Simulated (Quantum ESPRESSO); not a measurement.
Pressure against volume in In (space group 139) (Quantum ESPRESSO, LDA)

```xyz
1
Lattice="-1.5618 1.5618 2.3787 1.5618 -1.5618 2.3787 1.5618 1.5618 -2.3787" Properties=species:S:1:pos:R:3 pbc="T T T"
In     0.0000     0.0000     0.0000
```

Computed with LDA (PZ), GBRV 1.5 ultrasoft (LDA) pseudopotentials (plane waves; Quantum ESPRESSO). Settings: ecutwfc = 52 Ry; ecutrho = 260 Ry; occupations = smearing; smearing = fd; degauss = 0.0036749 Ry; potentials = {In: in_lda_v1.4.uspp.F.UPF}; K_POINTS = automatic 26 26 26 0 0 0; conv_thr = 1e-10 Ry. The cell above is the first row's. The rows scale it uniformly. In all rows the k mesh is held.

| V (Å^3/atom) | P (GPa) |
|---|---|
| 23.209 | ? |
| 23.714 | 1.98 |
| 24.218 | 0.79 |
| 24.723 | -0.26 |
| 25.227 | -1.18 |
| 25.732 | -2.00 |
| 26.236 | -2.72 |
| 26.741 | -3.35 |
| 27.245 | -3.91 |

Taking a cubic for P over the 8 complete rows: With u = V - 25.5, the rows have u = -1.7860, -1.2820, -0.7770, -0.2730, 0.2320, 0.7360, 1.2410, 1.7450. Least squares gives P = -1.638 - 1.6069·u + 0.2041·u² - 0.01686·u³. Residuals (row less fit): 0.001, -0.003, -0.002, 0.004, 0.000, -0.003, 0.000, 0.000; standard error 0.003 (degrees of freedom: 4). The fitted pressure is zero at V0 = 24.59, where dP/dV = -2.019, so B0 = -V0·dP/dV = 49.6 GPa.

**Question.** Estimate the missing P (V = 23.209); what did the run itself give?

**Answer.** u = -2.2910, so P = -1.638 - 1.6069 × (-2.2910) + 0.2041 × (-2.2910)² - 0.01686 × (-2.2910)³ = 3.317 GPa. The calculation gives 3.34 GPa, 0.023 GPa above the prediction (0.3 % of the range of P in the table). The row lies outside the fitted rows, so this is an extrapolation. From the scatter of the fitted rows alone, a prediction at this place has a standard error of 0.008 GPa, so the miss is 2.8 times that.

Carrying the step between the two nearest rows on in a straight line would have given 3.17, off by 0.17; series whose last step already gives the withheld value aren't shown. The scan was laid around a cell of about the measured size, scaled by a guess for this functional; axis ratios and inner coordinates come from that cell. The shape of the cell and the inner coordinates aren't relaxed, so V0 and B0 belong to this uniform scaling; a relaxed crystal lies no higher in energy and is usually softer. Cutoffs and mesh are single choices, not tested for convergence of this quantity. Series with a scatter that would blur these digits, or in which a gap closes, are not shown.
